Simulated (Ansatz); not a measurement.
Symmetric slabs, relaxed from ideal cuts in 1x1 cells, of elemental solids: surface energy (J/m²) by functional, in Ansatz (plane waves, PAW). All structures are PBE's; the other columns are single points with references at the same level. No spin-orbit coupling, Hubbard U or dispersion. The rows are a random draw from the class, without slabs that broke up, higher cuts of a face and adsorbates that left their site.

```json
[
 {"system": "hcp Ru (10-10), ideal cut with outer spacing 0.79 Å", "PBE (J/m²)": "2.95", "r2SCAN (J/m²)": "3.18"},
 {"system": "hcp Ru (21-33), ideal cut with outer spacing 0.13 Å", "PBE (J/m²)": "3.16", "r2SCAN (J/m²)": "3.40"},
 {"system": "bcc Mo (331), ideal cut with outer spacing 0.36 Å", "PBE (J/m²)": "3.01", "r2SCAN (J/m²)": "?"},
 {"system": "fcc Ir (110), ideal cut with outer spacing 1.37 Å", "PBE (J/m²)": "2.86", "r2SCAN (J/m²)": "3.11"},
 {"system": "bcc Mo (310), ideal cut with outer spacing 1.00 Å", "PBE (J/m²)": "3.13", "r2SCAN (J/m²)": "3.35"},
 {"system": "bcc Na (110), ideal cut with outer spacing 2.97 Å", "PBE (J/m²)": "0.21", "r2SCAN (J/m²)": "0.23"},
 {"system": "bcc Mo (321), ideal cut with outer spacing 0.84 Å", "PBE (J/m²)": "3.00", "r2SCAN (J/m²)": "3.23"},
 {"system": "bcc W (331), ideal cut with outer spacing 0.37 Å", "PBE (J/m²)": "3.51", "r2SCAN (J/m²)": "3.80"}
]
```

### Question
Fit a straight line y = a·x + b by least squares to the 7 complete rows (x: PBE (J/m²); y: r2SCAN (J/m²)).

### Answer
the means are x̄ = 2.6886 and ȳ = 2.9000; Σ(x − x̄)² = 7.4299 and Σ(x − x̄)(y − ȳ) = 8.0034, so a = 1.077 and b = ȳ − a·x̄ = 0.004. The largest residual is 0.026.

### Question
What does the line predict for the withheld row, bcc Mo (331), ideal cut with outer spacing 0.36 Å, and what did the calculation give?

### Answer
the line gives 3.25; the calculation gave 3.23, a miss of -0.02, of the size of the fitted rows' scatter and rounding.

Ansatz is an electronic-structure program.
